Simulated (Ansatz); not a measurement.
**A computed series for SiC: response to strain**

Base system: SiC in the zinc blende structure (space group F-43m, No. 216; a = 4.356 Å). Axes: x, y, z lie along the cube axes.

Strains are applied to the cell and any free atomic positions relax.

The values are results of DFT with r2SCAN, PAW potentials and a 500 eV plane-wave cutoff in Ansatz (an electronic-structure program), scalar-relativistic without spin-orbit coupling, not measurements.

```tsv
uniaxial strain ε_zz (%)	band gap (eV)
0	1.71
0.5	1.69
1	1.67
1.5	1.64
2	1.62
2.5	?
3	1.57
```

Fit E_g = E₀ + Dε (ε in %) to the rows shown and predict the withheld row.

Least squares on the printed values gives E₀ = 1.71 eV, D = -47.1 meV per % of strain (largest residual 0.00 eV); this predicts 1.60 eV, and the run gives 1.60 eV, in agreement.

Stability against distortions was not tested.
